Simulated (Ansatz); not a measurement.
O on an anion site across 5 hosts. Level of theory: PBE, PAW (plane waves to 420 eV; Ansatz, an electronic-structure program). Charged cells are image-corrected; levels hold to tenths of an eV, spin–orbit coupling is left out, only levels at least 0.1 eV inside the gap count (those within 0.2 eV of an edge may still be shallow), and each defect is the lowest state found from one start.

| host | site at the start | sites, k-points | gap (eV) | localised charge states | levels above the VBM (eV) |
|---|---|---|---|---|---|
| 3C silicon carbide | the C site | 64, 2×2×2 shifted | 1.37 | +2 | none; +2 throughout |
| metastable zinc-blende AlN | the N site | 64, 2×2×2 shifted | 3.31 | +1 | none; +1 throughout |
| wurtzite GaN | the N site | 96, 2×2×2 shifted | 1.71 | +1 | none; +1 throughout |
| zinc-blende BP | the P site | 64, 2×2×2 shifted | 1.25 | +1, 0 | (+1/0) 0.43 |
| rock-salt LiF | the F site | 64, 2×2×2 shifted | 8.83 | +1, 0, −1 | (+1/0) 0.75; (0/−1) 2.67 |

The lowest level as a share of the gap: rock-salt LiF: 0.75 / 8.83 = 0.09; zinc-blende BP: 0.43 / 1.25 = 0.34. No level in 3C silicon carbide, metastable zinc-blende AlN, wurtzite GaN.
